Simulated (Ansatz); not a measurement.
Pressure series in In2Ge2O7

The reference is In₂Ge₂O₇ (space group C2/m, No. 12; a = 6.6545 Å, b = 8.8680 Å, c = 4.9603 Å, α = 90.00°, β = 102.08°, γ = 90.00°).

Cell and atoms are relaxed at each pressure.

Calculations: PBEsol (Ansatz, an electronic-structure program), spin-orbit coupling left out, earlier PAW set.

```json
[
 {"change": "base", "band gap": "1.99 eV", "volume per atom": "13.01 Å³", "gap character": "direct at Γ"},
 {"change": "pressure −2 GPa", "band gap": "1.87 eV", "volume per atom": "13.20 Å³", "gap character": "direct at Γ"},
 {"change": "pressure 0.9 GPa", "band gap": "2.04 eV", "volume per atom": "12.93 Å³", "gap character": "direct at Γ"},
 {"change": "pressure 4.5 GPa", "band gap": "2.24 eV", "volume per atom": "12.60 Å³", "gap character": "direct at Γ"},
 {"change": "pressure 9 GPa", "band gap": "2.38 eV", "volume per atom": "12.22 Å³", "gap character": "indirect, k = (0.200, 0.200, 1/3) in the run's primitive reciprocal basis → Γ"},
 {"change": "pressure 15 GPa", "band gap": "2.47 eV", "volume per atom": "11.71 Å³", "gap character": "indirect, k = (0.200, 0.200, 1/3) in the run's primitive reciprocal basis → Γ"},
 {"change": "pressure 22.5 GPa", "band gap": "2.42 eV", "volume per atom": "11.12 Å³", "gap character": "indirect, k = (0.200, 0.200, 1/3) in the run's primitive reciprocal basis → Γ"}
]
```

Load acts through the strain it causes; cell and atoms are relaxed under it. Whether these cells are dynamically stable was not tested. Competing high-pressure phases were not computed.
